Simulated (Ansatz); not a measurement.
Take SiC in the zinc blende structure (space group F-43m, No. 216; a = 4.356 Å) as the base. Axes: x, y, z lie along the cube axes.

Computed with r2SCAN (Ansatz, a first-principles code), spin-orbit coupling left out.

It is then changed as follows: the cell is stretched by 0.50 % along z with no lateral relaxation; the atoms relax in the strained cell.

Predict the stress tensor and what it implies for the stiffness.

Stress of the strained cell less that of the base (GPa, compression positive):
```
  -0.66    0.00    0.00
   0.00   -0.66    0.00
   0.00    0.00   -2.06
```

Then −Δσ_ii/ε with ε = 0.0050 gives relaxed-ion elastic constants: C33 ≈ 413 GPa, C13 ≈ 131 GPa and C23 ≈ 131 GPa.

No phonon test of stability was made.
